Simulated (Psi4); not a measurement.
Psi4 1.11, PBE/def2-tzvp: Si(CCH)2(H)2 (C#C[SiH2]C#C), 9 atoms. The geometry is a generated start, not checked to be a minimum at this level.

```json
{
  "task": "energy",
  "method": "pbe",
  "basis": "def2-tzvp",
  "memory": "3 GB",
  "maxiter": "100",
  "keys_of_the_molecule_block": "symmetry c1",
  "scf_type": "df (default)",
  "e_convergence": "1e-06 (default)",
  "d_convergence": "1e-06 (default)",
  "dft_radial_points": "75 (default)",
  "dft_spherical_points": "302 (default)",
  "basis_functions": "185",
  "grid_points": "195263"
}
```

```xyz
9

Si     0.1834    -0.9278     0.2390
C     -1.4868    -0.1548     0.0463
C     -2.5952     0.3010    -0.0456
C      1.4634     0.3658    -0.0981
C      2.3026     1.1945    -0.3307
H      0.3359    -2.0034    -0.7489
H      0.3186    -1.4035     1.6214
H     -3.5596     0.7093    -0.1489
H      3.0376     1.9187    -0.5345
```

With the defaults (diis = true, scf_initial_accelerator = adiis, damping_percentage = 0, level_shift = 0, level_shift_cutoff = 0.01, guess = auto, which took SAD, diis_max_vecs = 10, diis_start = 1, soscf = false, soscf_start_convergence = 0.01) it converges in 10 SCF iterations. One run each on 2 threads, with these changes:
- diis_start = 4
- soscf = true, soscf_start_convergence = 0.001
- soscf = true, soscf_start_convergence = 0.1
- diis_max_vecs = 6
- guess = modhuckel
- damping_percentage = 60
- level_shift = 0.1, level_shift_cutoff = 0.001
- diis = false, scf_initial_accelerator = none, damping_percentage = 60
- guess = sapgau

**Question.** Which of these changes keep the SCF from converging, or lead it to another solution?

**Answer.** No convergence: diis = false, scf_initial_accelerator = none, damping_percentage = 60 (the run ends without SCF convergence in 100 iterations). The rest reach the solution of the defaults.

| setting | SCF iterations | JK calls | end |
|---|---|---|---|
| soscf = true, soscf_start_convergence = 0.1 | 6 | 22 | same solution |
| soscf = true, soscf_start_convergence = 0.001 | 8 | 19 | same solution |
| the defaults | 10 | 11 | same solution |
| level_shift = 0.1, level_shift_cutoff = 0.001 | 10 | 11 | same solution |
| guess = modhuckel | 10 | 28 | same solution |
| guess = sapgau | 10 | 10 | same solution |
| diis_max_vecs = 6 | 10 | 11 | same solution |
| diis_start = 4 | 19 | 20 | same solution |
| damping_percentage = 60 | 50 | 51 | same solution |
| diis = false, scf_initial_accelerator = none, damping_percentage = 60 | 100 | 101 | no convergence |

An SOSCF iteration holds several JK calls; a Hückel guess adds calls on atoms.
